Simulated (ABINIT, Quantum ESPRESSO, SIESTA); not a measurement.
**KCrF6 (R-3, 8 atoms in the cell) computed with different codes at matched settings**

Self-consistent single point.

```
CELL_PARAMETERS angstrom
      3.64953     2.10705     2.36799
     -3.64953     2.10705     2.36799
      0.00000    -4.21411     2.36799
ATOMIC_POSITIONS crystal
  K  0.00000 0.00000 0.00000
  Cr 0.50000 0.50000 0.50000
  F  0.58298 0.26425 0.21942
  F  0.41702 0.73575 0.78058
  F  0.21942 0.58298 0.26425
  F  0.78058 0.41702 0.73575
  F  0.26425 0.21942 0.58298
  F  0.73575 0.78058 0.41702
```
Moments meant for the start (each program seeds them in its own way; μB, in the order of the atoms K Cr F F F F F F): 0.0 3.0 0.0 0.0 0.0 0.0 0.0 0.0.

Shared settings, as Quantum ESPRESSO writes them: occupations = smearing; smearing = fermi-dirac; degauss = 0.00147 Ry; nspin = 2; K_POINTS = automatic 3 3 3 0 0 0. Potentials and cutoffs stand in the table.

```json
[
 {"code": "ABINIT", "model": "PBEsol+U, PAW (JTH v2.0 PBE PAW, files made for PBE)", "pressure (GPa)": "1.79", "largest force (eV/Å)": "0.248", "gap on the mesh (eV)": "2.160", "size of the net moment (μB/atom)": "0.12", "cutoff": "30 Ha"},
 {"code": "Quantum ESPRESSO", "model": "PBEsol+U, PseudoDojo standard norm-conserving (PBESOL) pseudopotentials", "pressure (GPa)": "2.61", "largest force (eV/Å)": "0.332", "gap on the mesh (eV)": "0.475", "size of the net moment (μB/atom)": "0.12", "cutoff": "95 Ry"},
 {"code": "SIESTA", "model": "GGA PBEsol+U, numerical atomic orbitals DZP, PseudoDojo PBEsol standard norm-conserving potentials (rewritten from UPF to PSML)", "pressure (GPa)": "2.08", "largest force (eV/Å)": "0.358", "gap on the mesh (eV)": "1.650", "size of the net moment (μB/atom)": "0.12", "cutoff": "grid 300 Ry"}
]
```

Hubbard term: atomic; U Cr-3d 8 eV.

Gaps are read on the mesh.

On ABINIT's run: with one magnetic atom in the cell only a parallel order is possible. With U or open f shells several self-consistent states can exist.

The spread over the programs that give each value: pressure within 0.82 GPa; largest force within 0.110 eV/Å; gap on the mesh within 1.685 eV; size of the net moment within 0.00 μB/atom.

SIESTA uses small atom-centred bases, whose incompleteness enters pressures, forces and empty levels differently from a plane-wave cutoff. The same U acts on different projectors in each program, which moves gaps, moments and pressures.

The starting cell comes from a database of computed structures (which also holds hypothetical and non-ambient phases and stackings), without a prior relaxation at this level.

Left out of this page: Ansatz (with a known weakness of the program).
